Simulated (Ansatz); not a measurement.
Structure of amorphous Ti20O41Cu2 (periodic cell):

```xyz
63
Lattice="8.9223 -0.2156 -0.1348 -0.2156 8.7953 -0.0565 -0.1348 -0.0565 9.8446" Properties=species:S:1:pos:R:3 pbc="T T T"
Ti     3.6041     0.3796     6.6186
Ti     4.0407     2.9734     4.0024
Ti     3.7092    -0.1075     3.7406
Ti     6.3045     7.6866     1.8640
Ti     7.5275     2.8736     9.4906
Ti     0.8818     3.3843     2.3380
Ti     8.3223     6.4844     9.4964
Ti     7.3003     5.2573     4.0420
Ti     3.8846     5.5568     5.5641
Ti     0.0084     8.7230     3.7566
Ti     7.9281     1.0524     6.4769
Ti     5.9723    -0.1357     8.3643
Ti     0.6533     4.5945     7.0415
Ti     6.5289     5.4995     7.0513
Ti     1.6897     2.2214     8.8030
Ti     5.9654     4.1866     1.4328
Ti     3.1819     5.9602     1.9906
Ti     7.1346     2.0095     3.3267
Ti     2.3414     8.2266     9.1996
Ti     4.7251     3.3683     7.8356
O      2.1136     0.7412     7.5734
O      3.9224     7.9651     8.0535
O      3.6782     5.0338     3.8250
O      5.2349     2.9848     9.6365
O      3.6719     7.6510     5.3178
O      3.4143     1.3443     5.0342
O      8.0537     7.3873     1.2069
O      0.3671     5.3298     8.6086
O      4.3618     7.4361     2.5768
O      5.8489     3.5732     3.3509
O      8.3252     3.7841     3.3634
O      6.8233     6.7960     8.4138
O      5.8942     5.8172     5.2836
O      2.0143     5.3887     6.0331
O      6.4081     5.8245     2.4425
O      7.4094     4.7372     0.2968
O      7.1202     2.0055     5.1837
O      7.0942     0.0171     3.2375
O      4.2439     3.5977     5.7684
O      0.3317     2.7330     7.4304
O      2.8081     1.1516     0.2081
O      1.4475     5.2076     2.3217
O      7.3359     1.2198     8.5134
O      4.8881     1.4727     7.4338
O      2.8105     3.4733     8.3423
O      8.1001     4.9473     5.9764
O      2.6690     6.9723     0.5535
O      0.0706     1.7001     3.0815
O      0.2600     0.4073     5.5379
O      4.7676     1.3907     2.9737
O      1.7764     8.3862     3.2006
O      0.5315     7.9469     8.9538
O      6.6302     3.7447     7.7286
O      4.6806     5.3098     7.4349
O      8.4698     6.6442     3.9308
O      4.2499     4.8240     1.1547
O      2.4516     2.8620     3.0037
O      5.6885     8.5181     0.3481
O      0.6133     2.9609     0.4030
O      7.1013     2.4444     1.3532
O      6.5218     8.4691     6.5896
Cu     4.5354     1.7766     1.0581
Cu     1.2629     5.8431     4.2443
```

The numbers are results of PBE, scalar-relativistic without spin-orbit coupling (plane waves to 420 eV, PAW; Ansatz, a quantum-chemistry and plane-wave program), not measurements.

The cell was made by melting and quenching with the CHGNet potential and then relaxed with DFT. O atoms were pushed apart under 1.9 Å during the dynamics, to hinder bonds among them. The hot cell started wider than the set density and was brought back towards it in steps. It is the lowest in DFT energy of 2 quenches. It is a model cell: composition and starting density were chosen by hand, and all elements were melted together. No dispersion term was used. Its density started from a set value of 3.74 and ended at 3.74 g/cm³. The simulated quench (nominally 300 K/ps over its main leg) is rapid and tends to freeze in more defects than a deposited or slowly cooled glass has. A cell of this size samples the disorder only roughly. The volume was held where the preparation left it and the shape relaxed, at a PBE pressure of 0.4 GPa. On a 2×2×2 Γ-centred mesh force components of up to 0.12 eV/Å stay, since the relaxation ran on the zone centre alone.

Neighbours within Ti-Ti 3.12 Å, Ti-O 2.54 Å, Ti-Cu 3.01 Å, O-O 1.58 Å, O-Cu 2.38 Å, Cu-Cu 2.90 Å count as bonded. Two cations that share two anions don't count as bonded, nor two that share one unless they lie closer than Ti-Ti 3.04 Å, Ti-Cu 2.93 Å, Cu-Cu 2.82 Å.

Task: Give the coordination numbers, mean bond lengths and angles.

Result: 
```json
{
  "Mean coordination of Ti by anions": "5.40 (1 with 4, 11 with 5, 7 with 6, 1 with 7); 2 close contacts or bonds to cations besides",
  "Mean coordination of O": "2.78 (12 with 2, 26 with 3, 3 with 4)",
  "Mean coordination of Cu by anions": "3.00 (2 with 3); 2 close contacts or bonds to cations besides",
  "Mean Ti-O bond": "1.961 Å (spread 0.125 Å, 108 counted)",
  "Mean O-Cu bond": "1.999 Å (spread 0.024 Å, 6 counted)",
  "Mean Ti-Cu close contact": "2.868 Å (spread 0.041 Å, 2 counted)",
  "Bond angle at Ti": "mean 104.3°, spread 27.9°",
  "Bond angle at O": "mean 117.4°, spread 18.9°",
  "Bond angle at Cu": "mean 102.7°, spread 31.3°"
}
```

Task: List the pairs of like atoms that count as bonded by the rules above.

Result: There are none by these rules.
